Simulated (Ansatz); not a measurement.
Rh (Fm-3m): band-structure transport figures

Given:

```xyz
1
Lattice="0.0000 1.9146 1.9146 1.9146 0.0000 1.9146 1.9146 1.9146 0.0000" Properties=species:S:1:pos:R:3 pbc="T T T"
Rh     0.0000     0.0000     0.0000
```

Method: PBE, rigid bands (plane waves, PAW, scalar-relativistic; Ansatz, a quantum-chemistry and plane-wave program). Condition of this run: functional PBE, cell relaxed with it. How the cell was made: cell and atoms relaxed with PBE.

density of states at the Fermi level: 1.33 states/(eV·cell), both spins
bare Sommerfeld coefficient: 3.1 mJ/(mol of atoms·K²)
Drude plasma energy: 9.9 eV
root-mean-square Fermi velocity: 6.3e5 m/s
resistivity times τ: 5.0 ×10⁻²² Ω·m·s
resistivity times mean free path: 3.3 ×10⁻¹⁶ Ω·m²

A metal at this level (no band gap); rigid bands, thermally averaged at 300 K, both spins. Spin-orbit coupling is left out. τ is one relaxation time for all states; the product of resistivity and mean free path takes one path for all states instead.
